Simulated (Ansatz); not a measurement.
System: L1₂ (Cu3Au-type) Al₃Sc. Method: PBEsol (PAW; Ansatz, a first-principles code).

Settings: plane-wave cutoff 520 eV, 14×14×14 k mesh, Fermi–Dirac smearing 0.05 eV, scalar-relativistic PAW data made under PBE.

Pressure at four volumes; x = ln(V/16.875 Å³). One pressure is withheld.

```
V (Å³/atom)        x  P (GPa)
-----------  -------  -------
15.863       -0.0618     6.45
16.875        0.0000     0.01
17.550        0.0392    -3.31
17.888        0.0583        ?
```

Q: Pass a parabola P(x) through the three rows shown, estimate the bulk modulus and its pressure derivative near zero pressure, and predict the withheld pressure.

A: Slopes between the rows: (0.01 − (6.45))/(0.0000 − (-0.0618)) = -104.21 and (-3.31 − (0.01))/(0.0392 − (0.0000)) = -84.69 GPa. Their difference over the span 0.1010 is c = 19.52/0.1010 = 193.3 GPa, so P(x) = 6.45 + (-104.21)(x − (-0.0618)) + 193.3 (x − (-0.0618))(x − (0.0000)). At the middle row B = −dP/dx = −[-104.21 + 193.3 × 0.0618] = 92.3 GPa, and B′ = dB/dP = 2c/B = 4.2. At x = 0.0583 the parabola gives -4.71 GPa; the run gives -4.73 GPa. The Birch–Murnaghan fit to the energies at all volumes has B0 = 91.7 GPa and B′ = 4.1.

Measured, for comparison: bulk modulus 91.5 ± 1 GPa (298 K, not corrected to a static lattice, polycrystal; as tabulated in A Combined Experimental and First-Principles Based Assessment of …). Computed less measured: bulk modulus +0.2 % (inside the measured uncertainty). A static lattice is as a rule a little smaller and stiffer than an uncorrected measurement, which can account for part of this in the bulk modulus.
